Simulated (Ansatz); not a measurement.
**Zr: response to strain**

Consider Zr in the hcp (Mg type) structure (space group P6_3/mmc, No. 194; a = 3.1438 Å, c = 5.0928 Å; relaxed with 0.1 eV smearing).

Strains are applied to the cell and any free atomic positions relax.

Calculations: plane-wave PAW DFT at the LDA level (Ansatz, a first-principles code, 420 eV), no SOC.

Candidates:
(a) isotropic strain +0.50 %
(b) isotropic strain +2.50 %
(c) isotropic strain +3.00 %
(d) isotropic strain −2.00 %
(e) isotropic strain −3.00 %

Notes on the quantities. energy relative to the base: free energy F.

**Question.** Order them by energy relative to the base, highest first.

**Answer.** (e) isotropic strain −3.00 % (+61 meV/atom), (c) isotropic strain +3.00 % (+53 meV/atom), (b) isotropic strain +2.50 % (+38 meV/atom), (d) isotropic strain −2.00 % (+27 meV/atom), (a) isotropic strain +0.50 % (+1.6 meV/atom)

Stability against distortions was not tested. The final runs are not spin-polarised.
